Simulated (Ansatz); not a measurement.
# Several settings converged on a (100) slab of HgTe (cut from a parent of space group no. 152; 12 atoms in the cell)

```yaml
crystal:
  lattice:
    - [4.67872, 0.00000, 0.00000]
    - [0.00000, 10.47531, 0.00000]
    - [0.00000, 0.00000, 21.98690]
  atoms:
    - { symbol: Hg, position: [0.90807, 0.00000, 0.46612] }
    - { symbol: Hg, position: [0.90807, 0.33333, 0.34960] }
    - { symbol: Hg, position: [0.43386, 0.66667, 0.40786] }
    - { symbol: Te, position: [0.99279, 0.50000, 0.49734] }
    - { symbol: Te, position: [0.99279, 0.83333, 0.31837] }
    - { symbol: Te, position: [0.26443, 0.16667, 0.40786] }
    - { symbol: Hg, position: [0.40807, 0.00000, 0.65041] }
    - { symbol: Hg, position: [0.40807, 0.33333, 0.53388] }
    - { symbol: Hg, position: [0.93386, 0.66667, 0.59214] }
    - { symbol: Te, position: [0.49278, 0.50000, 0.68163] }
    - { symbol: Te, position: [0.49278, 0.83333, 0.50266] }
    - { symbol: Te, position: [0.76443, 0.16667, 0.59214] }
```

Base method: LDA (PW92), default PAW files made with PBE (plane waves; Ansatz, a program for electronic structure).

Base settings: basis.ecutwfc = 420 eV; kpoints.mp_grid.grid = 3 1 1; hamiltonian.xc = lda; hamiltonian.pseudopotentials = {kind: paw} (the program's default PAW files); scf.occupations.method = fermi_dirac; scf.occupations.width = 0.02 eV.

The count of work is k-points × plane waves × bands × iterations; it is no time. Core times come from one kind of shared machine, to one figure; runs under 30 s give none.

**The vacuum**

The mesh stays at the base's, so the ladder's end is converged at best in this setting alone.

Only quantities that move along the ladder and can be compared are tabulated.

| vacuum between outermost atoms (Å) | free energy less the last step's (meV/atom) | largest difference of a force vector from the last step's (eV/Å) | count of work / last |
|---|---|---|---|
| 3.0 | -44.57 | 0.439 | 0.23 |
| 5.0 | -3.91 | 0.044 | 0.29 |
| 7.0 | -0.38 | 0.005 | 0.37 |
| 10.0 | -0.01 | 0.001 | 0.47 |
| 14.0 | 0.01 | 0.000 | 0.58 |
| 20.0 | 0.00 | 0.000 | 0.74 |
| 30.0 | 0.00 | 0.000 | 1.0 |

Smallest vacuum between outermost atoms (Å) that holds the forces within 0.02 eV/Å of the last step, with all finer ones: 7.0, at 0.37 of the last step's count of work; the step before is off by 0.044 eV/Å.

Smallest vacuum between outermost atoms (Å) that holds the free energy within 1 meV/atom of the last step, with all finer ones: 7.0, at 0.37 of the last step's count of work; the step before is off by 3.9 meV/atom.

**The k-point mesh**

Only quantities that move along the ladder and can be compared are tabulated.

| kpoints.mp_grid.grid | free energy less the last step's (meV/atom) | largest difference of a force vector from the last step's (eV/Å) | count of work / last | core time / last (rough) |
|---|---|---|---|---|
| 2 1 1 | 59.29 | 0.203 | 0.081 | – |
| 3 1 1 | 13.20 | 0.192 | 0.071 | – |
| 4 2 1 | -2.05 | 0.064 | 0.17 | 0.09 |
| 5 3 1 | -0.97 | 0.029 | 0.17 | 0.1 |
| 7 3 1 | 0.44 | 0.025 | 0.22 | 0.2 |
| 10 5 1 | 0.13 | 0.006 | 0.50 | 0.4 |
| 13 6 1 | -0.08 | 0.004 | 0.78 | 0.7 |
| 16 7 1 | 0.00 | 0.000 | 1.0 | 1 |

Coarsest kpoints.mp_grid.grid that holds the forces within 0.02 eV/Å of the last step, with all finer ones: 10 5 1, at about 0.4 of the last step's time; the step before is off by 0.025 eV/Å.

Coarsest kpoints.mp_grid.grid that holds the free energy within 0.5 meV/atom of the last step, with all finer ones: 7 3 1, at 0.22 of the last step's count of work and about 0.2 of the last step's time; the step before is off by 0.97 meV/atom.

**The plane-wave cutoff**

The mesh stays at the base's, so the ladder's end is converged at best in this setting alone.

Only quantities that move along the ladder and can be compared are tabulated.

| basis.ecutwfc | free energy less the last step's (meV/atom) | largest difference of a force vector from the last step's (eV/Å) | count of work / last |
|---|---|---|---|
| 210 eV | 6050.38 | 0.165 | 0.13 |
| 250 eV | 1115.15 | 0.061 | 0.15 |
| 295 eV | 118.06 | 0.026 | 0.21 |
| 355 eV | 3.94 | 0.002 | 0.27 |
| 420 eV | 1.68 | 0.001 | 0.35 |
| 505 eV | 0.43 | 0.000 | 0.47 |
| 840 eV | 0.00 | 0.000 | 1.0 |

Coarsest basis.ecutwfc that holds the forces within 0.02 eV/Å of the last step, with all finer ones: 355 eV, at 0.27 of the last step's count of work; the step before is off by 0.026 eV/Å.

Coarsest basis.ecutwfc that holds the free energy within 2 meV/atom of the last step, with all finer ones: 420 eV, at 0.35 of the last step's count of work; the step before is off by 3.9 meV/atom.

On the base run: the starting cell comes from a database of computed structures (which also holds hypothetical and non-ambient phases and stackings), without a prior relaxation at this level. The slab is cut from that crystal, and its faces are unrelaxed. Its lattice was rescaled by up to half a per cent. Spin polarisation is off, though cut faces can carry moments. In the base run, forces exceed 1 eV/Å.

Keys are those of Ansatz 0.2.
